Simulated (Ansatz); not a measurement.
```
CELL_PARAMETERS angstrom
     11.00000     0.00000     0.00000
      0.00000    11.00000     0.00000
      0.00000     0.00000     5.02287
ATOMIC_POSITIONS crystal
  Na 0.50000 0.50000 0.00000
  Cl 0.50000 0.50000 0.50000
```

Computed with PBE (plane waves to 420 eV, PAW; Ansatz, a first-principles code). Mesh 1×1×60. No spin polarisation. One-dimensional cell, images about 11 Å apart. A hypothetical model. Symmetry and one short period hold its shape; lower forms weren't sought. Pairing along the axis, which can open a gap, is among the distortions not tried.

Problem. Tabulate the two highest filled and two lowest empty levels along the axis, from the valence top.

Solution. 
```tsv
k (2π/c)	v2 (eV)	v1 (eV)	c1 (eV)	c2 (eV)
0.000	-0.03	-0.03	4.97	–
0.042	-0.03	-0.03	4.99	–
0.083	-0.03	-0.03	5.03	–
0.125	-0.03	-0.03	5.11	–
0.167	-0.03	-0.03	5.21	–
0.208	-0.02	-0.02	5.34	–
0.250	-0.02	-0.02	–	–
0.292	-0.01	-0.01	–	–
0.333	-0.01	-0.01	–	–
0.375	-0.01	-0.01	–	–
0.417	0.00	0.00	–	–
0.458	0.00	0.00	–	–
0.500	0.00	0.00	–	–
```
A dash stands for levels within 1 eV of the vacuum level or above it.
